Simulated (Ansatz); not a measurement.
Base system: WSe$_{2}$ in the 2H-MoS2 type structure (space group P6_3/mmc, No. 194; a = 3.2791 Å, c = 12.7861 Å; layered, stacked along the Cartesian z axis).

Method: PBE-D3(BJ) (Ansatz, a program for electronic structure, PAW, scalar-relativistic without spin-orbit coupling).

One change was made to it. Results:

The band gap falls by 0.02 eV, from 0.87 eV to 0.85 eV; the hole mass goes from 1.3 mₑ along c, 0.70 mₑ across (at Γ) to 1.3 mₑ along c, 0.69 mₑ across (at Γ); the c/a ratio decreases by 0.010 to 3.889; the valence-band top at Γ (three highest levels, from the VBM) becomes 0.00, -0.94, -1.22 eV (base: 0.00, -0.96, -1.20 eV).

Q: Name the change that was made.
A. pressure 5 GPa
B. pressure 1.5 GPa
C. pressure 0.3 GPa
D. pressure −2 GPa

A: C, pressure 0.3 GPa. For comparison, the band gap in the other runs: pressure 1.5 GPa gives 0.78 eV; pressure 5 GPa gives 0.63 eV; pressure −2 GPa gives 1.08 eV.

With W present, leaving out spin-orbit coupling can change the band edges. Load acts through the strain it causes; cell and atoms are relaxed under it. Effective masses come from finite differences of ±0.01 Å⁻¹. No phonon test of stability was made. Competing high-pressure phases were not computed.
